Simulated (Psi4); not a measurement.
Psi4 1.11, PBE0/def2-svp: V(O)(OH)2(NH2) ([NH2][V](=[O])([OH])[OH]), 9 atoms. The geometry is a generated start, not checked to be a minimum at this level.

| Quantity | Value |
|---|---|
| task | energy |
| method | pbe0 |
| basis | def2-svp |
| memory | 3 GB |
| maxiter | 100 |
| keys of the molecule block | symmetry c1 |
| scf_type | df (default) |
| guess | auto, which took SAD (default) |
| scf_initial_accelerator | adiis (default) |
| e_convergence | 1e-06 (default) |
| d_convergence | 1e-06 (default) |
| dft_radial_points | 75 (default) |
| dft_spherical_points | 302 (default) |
| basis functions | 107 |
| grid points | 195355 |

```xyz
9

V      0.3420     0.2202    -0.1046
O      1.5197    -0.3572    -0.8578
O      0.7035     0.6189     1.4400
H      1.3290     0.7192     2.1575
O     -0.4717     1.3695    -0.9314
H     -0.6444     1.9677    -1.6587
N     -0.6913    -1.2083    -0.0501
H     -0.4892    -2.1348    -0.4126
H     -1.5976    -1.1950     0.4176
```

Charge 0 and multiplicity 1 are set for this test and not shown to be the ground state.

One run each on 2 threads. Values of diis_max_vecs tried: 3, 6, 10 (default), 20.

### Question
Which value of diis_max_vecs needs the fewest SCF iterations, and what happens away from it?

### Answer
Fewest SCF iterations, within one of each other: 6 with 10, 10 (default) with 11, 20 with 11. The count rises to 56 at 3. All converge to one solution.

```csv
diis_max_vecs,SCF iterations,end
3,56,same solution
6,10,same solution
10 (default),11,same solution
20,11,same solution
```
